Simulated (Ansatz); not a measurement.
# O interstitial + O interstitial + O interstitial in silicon

These are PBE, PAW (plane waves to 420 eV; Ansatz, a quantum-chemistry and plane-wave program) values and carry that method's errors. Cell: 216 sites, 3×3×3 repeats of a cell of 8 atoms; final energies on a 2×2×2 shifted mesh. Site at the start: a built cluster, 3.9 Å across. Finite-size correction: monopole term and site-potential alignment. Dielectric constants: PBE linear response of the host. Host gap at this level: 0.61 eV. These values are not converged in cell size to better than tenths of an eV. The semilocal functional narrows the gap, so deep levels can fall outside it. Spin–orbit coupling is left out. Each state is the lowest found from its start.

Formation energies E_f are given with the Fermi level at the valence-band maximum. Chemical conditions: impurity bounded by its compound with the host (Δμ(O) = -4.17 eV, bounded by alpha cristobalite; only phases computed here count, gases as isolated molecules at 0 K). Reference phases: O: O2 molecule in a box.

The name describes the start; the neighbours show where the atoms ended.

Charges with a result: +1, 0, −1. Others weren't obtained, and one of them could lie lower, also by skipping a charge.

```csv
charge,moment (μB),point group,largest move off a lattice site (Å),neighbours of the last O atom of the defect at the end (Å),image correction with alignment (eV),"E_f, impurity bounded by its compound with the host (eV)"
+1†,quenched,–,0.50,"Si 1.64, Si 1.66, O 2.49, Si 2.77, Si 3.08, Si 3.09",0.11,–
0,not spin-polarised,Cs,0.50,"Si 1.64, Si 1.66, O 2.48, Si 2.77, Si 3.08, Si 3.08",0.00,4.13
−1†,quenched,–,0.51,"Si 1.64, Si 1.66, O 2.49, Si 2.78, Si 3.08, Si 3.08",0.01,–
```

† Not settled in this cell, so no level is given: charge +1: a level filled in part, carriers not clearly localised, level within 0.1 eV of a band edge or past it; charge −1: a level filled in part, carriers not clearly localised, level within 0.1 eV of a band edge or past it.

Point groups are those of the whole cell at tolerances of 0.03 and 0.1 Å ("near" where only the looser one holds); none is given for unsettled states.

Starting moments that weren't kept: charge +1 began with 1 μB and ended with 0.0; charge −1 began with 1 μB and ended with 0.0.

Flagged in the runs: a strain field that reaches the edge of the cell.
